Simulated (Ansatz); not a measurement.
The cell is built on a prototype and need not be the phase stable at ambient conditions.

Given:

```
BeS
1.0
    3.22816     0.00000     0.00000
    0.00000     3.22816     0.00000
    1.61408    -1.61408     2.28265
S Be
1 1
Cartesian
  0.00000   0.00000   0.00000
  1.61408   1.61408   0.00000
```

Space group of this cell: Fm-3m, rock salt. The cell was relaxed by PBE-D3(BJ); by r2SCAN its mean pressure is 5.4 GPa.

Transport runs along the normal of the first two printed cell vectors.

No gap correction and no spin-orbit coupling; mid-gap values are interpolated between computed energies.

Task: State the band gap and the smallest decay constant κ at mid-gap according to r2SCAN (Ansatz, an electronic-structure program).

Result: Gap 1.34 eV on a 14×14×14 mesh; κ = 0.206 1/Å, at (0.500, 0.000) of the in-plane reciprocal vectors. At the zone centre, at the nearest computed energy, the slowest state has κ = 0.32 1/Å.
